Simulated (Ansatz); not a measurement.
This concerns the energy of the reaction as written. Reaction: 2 cell B → cell A. A negative value means that the right-hand side lies lower.

Cell A: a slab of composition C8, 8 atoms, square cell of 3.45 Å (11.9 Å²), symmetry P4/mmm, 3.6 Å thick under 14 Å of vacuum, in-plane vectors relaxed; planes from bottom to top: C4 × 2; a model cell; spin state with PBE: run without spin, k-point mesh 10×10×1.
```xyz
8
Lattice="3.4453 0.0000 0.0000 0.0000 3.4453 0.0000 0.0000 0.0000 17.6000" Properties=species:S:1:pos:R:3 pbc="T T T"
C      2.7583     1.7227     7.0051
C      0.6870     1.7227     7.0051
C      1.7227     2.7583     7.0051
C      1.7227     0.6870     7.0051
C      2.7583     1.7227    10.5949
C      0.6870     1.7227    10.5949
C      1.7227     2.7583    10.5949
C      1.7227     0.6870    10.5949
```

Cell B: a sheet of composition C4, 4 atoms, square cell of 3.45 Å (11.9 Å²), symmetry P4/mmm, 0.0 Å thick under 16 Å of vacuum, in-plane vectors relaxed; planes from bottom to top: C4, all atoms in one plane; a model cell; spin state with PBE: run without spin, k-point mesh 10×10×1.
```
CELL_PARAMETERS angstrom
      3.44546     0.00000     0.00000
      0.00000     3.44546     0.00000
      0.00000     0.00000    16.00000
ATOMIC_POSITIONS crystal
  C  0.80134 0.50000 0.50000
  C  0.19866 0.50000 0.50000
  C  0.50000 0.80134 0.50000
  C  0.50000 0.19866 0.50000
```

Computed with Ansatz (plane waves, PAW), its PAW set soft_1, cutoff 420 eV, 500 eV for r2SCAN. The structures are at rest with PBE; other levels are single points on them. Neutral cells; Fermi-Dirac smearing of at most 0.05 eV in the solids, energies taken to zero width. The lattices are those relaxed with PBE, so at other levels the solids can be strained, which adds to the spread. A dispersion term (D3(BJ), or D4 for r2SCAN) was computed beside these levels and is taken off wherever the name lacks it. Nuclei at rest; no vibrational terms. The structures are the rest points that the relaxations reached, not proven lowest. Values are for these cell sizes. Cell A has symmetry P4/mmm and got no random move, so less symmetric positions, which may lie lower, weren't tried. Cell B has symmetry P4/mmm and got no random move, so less symmetric positions, which may lie lower, weren't tried.

**Question.** What value does r2SCAN give?

**Answer.** -0.11 eV, for 2 cell B → cell A.

**Question.** What do the other levels give, and how wide is the spread?

**Answer.** 
```json
[
 {"Level": "PBE", "value (eV)": "-0.03", "less r2SCAN": "0.08"}
]
```

The levels span 0.08 eV, from r2SCAN (-0.11) to PBE (-0.03).

Ansatz is a quantum-chemistry and plane-wave program.
